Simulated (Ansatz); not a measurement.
Cu3Au: pressure −1 GPa

Start from Cu$_{3}$Au in the Cu3Au type structure (space group Pm-3m, No. 221; a = 3.713 Å).

Now apply this change: a negative pressure, −1 GPa.

Computed with Ansatz (an electronic-structure program), PBEsol, PAW, cutoff 420 eV, scalar-relativistic without spin-orbit coupling. Γ-centred 13×13×13 mesh, Fermi–Dirac width 0.05 eV.

| quantity | base | changed | shift |
|---|---|---|---|
| volume per atom | 12.80 Å³ | 12.88 Å³ | +0.08 Å³ |
| lattice parameter a | 3.713 Å | 3.721 Å | +0.0074 Å |
| shortest interatomic distance | 2.626 Å | 2.631 Å | +0.005 Å |
| enthalpy H = E + PV relative to the base's energy | – | -0.08 eV/atom | – |
| band gap | zero | zero | – |

Final structure:

```xyz
4
Lattice="3.7209 0.0000 0.0000 0.0000 3.7209 0.0000 0.0000 0.0000 3.7209" Properties=species:S:1:pos:R:3 pbc="T T T"
Cu     0.0000     1.8604     1.8604
Cu     1.8604     1.8604     0.0000
Cu     1.8604     0.0000     1.8604
Au     0.0000     0.0000     0.0000
```

Load acts through the strain it causes; cell and atoms are relaxed under it. No phonon test of stability was made. All final runs are without spin polarisation.
